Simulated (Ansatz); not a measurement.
**Pressure series in AgRhO2**

The reference is AgRhO₂ (space group R-3m, No. 166; a cell from a computed database, its experimental status unchecked).

```cif
data_AgO2Rh
_chemical_formula_sum 'Ag1 Rh1 O2'
_space_group_name_H-M_alt 'P 1'
_space_group_IT_number 1
_cell_length_a 6.43828
_cell_length_b 6.43828
_cell_length_c 6.43828
_cell_angle_alpha 27.435
_cell_angle_beta 27.435
_cell_angle_gamma 27.435
loop_
_space_group_symop_operation_xyz
  'x, y, z'
loop_
_atom_site_label
_atom_site_type_symbol
_atom_site_fract_x
_atom_site_fract_y
_atom_site_fract_z
_atom_site_occupancy
Ag1 Ag 0.00000 0.00000 0.00000 1
Rh1 Rh 0.50000 0.50000 0.50000 1
O1 O 0.88723 0.88723 0.88723 1
O2 O 0.11277 0.11277 0.11277 1
```

Cell and atoms are relaxed at each pressure.

Level of theory: PBEsol in Ansatz (plane waves to 420 eV, PAW, no SOC).

| pressure (GPa) | volume per atom (Å³/atom) |
|---|---|
| -2 | 12.658 |
| -1 | 12.577 |
| 0 | 12.500 |
| 0.9 | 12.431 |
| 2.1 | ? |
| 4.5 | 12.177 |
| 9 | 11.892 |
| 15 | 11.559 |
| 22.5 | 11.197 |

Q: Fit the third-order Birch–Murnaghan form P(V) = (3B₀/2)[(V₀/V)^(7/3) − (V₀/V)^(5/3)]·[1 + (3/4)(B₀′ − 4)((V₀/V)^(2/3) − 1)] (squares taken in P) to the rows shown and predict the withheld row.

A: Least squares on the printed values gives V₀ = 12.499 Å³/atom, B₀ = 163 GPa, B₀′ = 4.1; this predicts 12.344 Å³/atom, and the run gives 12.343 Å³/atom, in agreement.

Load acts through the strain it causes; cell and atoms are relaxed under it. No phonon test of stability was made. No other phases were tried under pressure.

Ansatz is a first-principles code.
